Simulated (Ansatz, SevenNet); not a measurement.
**L1₀ (CuAu-type) TiAl, c axis length**

Reference value: 4.077 Å (measured, temperature not stated, no zero-point or thermal correction; as tabulated in Zope and Mishin (2003), arXiv:cond-mat/0306298).

| level (code) | value (Å) | difference (%) |
|---|---|---|
| SevenNet-0 (SevenNet) | 4.054 | -0.56 |
| LDA (Ansatz) | 4.002 | -1.84 |
| PBE (Ansatz) | 4.074 | -0.07 |
| PBE-D4 (Ansatz) | 4.037 | -0.98 |
| r²SCAN (Ansatz) | 4.062 | -0.37 |

The reference's temperature isn't stated, so close values are not ranked against it. Off by more than 1.75 % (a bound picked here): LDA (-1.84 %).

The reference has no zero-point or thermal correction, while the calculations are for a static lattice, so the differences are not the levels' errors alone. A static lattice is as a rule a little smaller than the measured one.  Cutoffs differ between the levels. Ansatz's density-functional and Hartree–Fock values are scalar-relativistic unless marked +SOC, with PAW data made under PBE.

Machine-learned potentials (SevenNet-0) are trained on DFT data, which may include these solids.

Differences are worked out from the printed values.

Ansatz is a program for electronic structure.
